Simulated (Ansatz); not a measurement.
Consider MoP in the CsCl type structure (space group Pm-3m, No. 221; a = 3.0038 Å; a hypothetical phase, not in the database extracts checked; relaxed with 0.1 eV smearing). Axes: x, y, z lie along the cube axes.

All numbers come from PBE in Ansatz (plane waves to 420 eV, PAW, scalar-relativistic without spin-orbit coupling).

A first run, uniaxial strain ε_yy = −1.16 %, gives secant values C11 ≈ 460 GPa and C12 ≈ 130 GPa from its stress. A second run applies biaxial strain −2.17 %, plane normal [001], relaxed out of plane.

Q: What does linear elasticity predict for −ε⊥/ε∥ in the second run, and what does the run give?

A: Linear elasticity: 2 C12/C11 = 0.57. The run gives 0.59; any difference comes from nonlinear terms at these strains and numerical noise.

Whether these cells are dynamically stable was not tested. All final runs are without spin polarisation.

Ansatz is a program for electronic structure.
